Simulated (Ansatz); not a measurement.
CsCl-type TiCo was calculated with PBE (plane waves, PAW; Ansatz, a first-principles code).

Numerical settings: plane-wave cutoff 520 eV, 22×22×22 k mesh, Fermi–Dirac smearing 0.03 eV (set by the program), no spin polarisation, scalar-relativistic PAW data made under PBE.

Computed at the level's own relaxed cell.

Hill averages of the elastic tensor: K = 178.5 GPa, G = 43.5 GPa. Volume 13.124 Å³/atom, mean atomic mass 53.400 u.

Work out the density, the sound velocities of a polycrystal and the elastic Debye temperature at this level.

ρ = 1.66054 × 53.400/13.124 = 6.757 g/cm³. v_l = √[(K + 4G/3)/ρ] = 5.916 km/s and v_t = √(G/ρ) = 2.537 km/s. The mean follows from 3/v_m³ = 1/v_l³ + 2/v_t³: v_m = 2.867 km/s. Θ_D = (ħ/k_B) v_m (6π²/V)^(1/3) = 76.38 K Å s/km × 2.867 × 1.6524 Å⁻¹ = 362 K, counting all atoms of the cell.
